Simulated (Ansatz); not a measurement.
The cell is made up: elements placed on another compound's structure type, so the phase may be hypothetical.

Inside the gap of an insulator the Bloch states are evanescent, with a wavenumber k + iκ along the transport direction.

Data:

```
CELL_PARAMETERS angstrom
      6.48544     0.00000     0.00000
      0.00000     6.40634     0.00000
      0.00000     0.00000     5.58201
ATOMIC_POSITIONS crystal
  Ba 0.73738 0.02402 0.28766
  Ba 0.26262 0.97598 0.78766
  Ba 0.73738 0.47598 0.78766
  Ba 0.26262 0.52402 0.28766
  F  0.87642 0.41573 0.28769
  F  0.12358 0.58427 0.78769
  F  0.87642 0.08427 0.78769
  F  0.12358 0.91573 0.28769
  F  0.53024 0.75000 0.53766
  F  0.46976 0.25000 0.03766
  F  0.53024 0.75000 0.03766
  F  0.46976 0.25000 0.53766
```

Space group of this cell: Pbcm. The cell was relaxed by PBE-D3(BJ).

Transport runs along the normal of the first two printed cell vectors.

The gap is the functional's own. No spin-orbit coupling. Mid-gap values are interpolated on the energy grid.

Question: State the band gap and the smallest decay constant κ at mid-gap according to r2SCAN in Ansatz (a first-principles code).

Answer: Gap 7.16 eV on a 6×6×6 mesh; κ = 0.501 1/Å, at the zone centre.
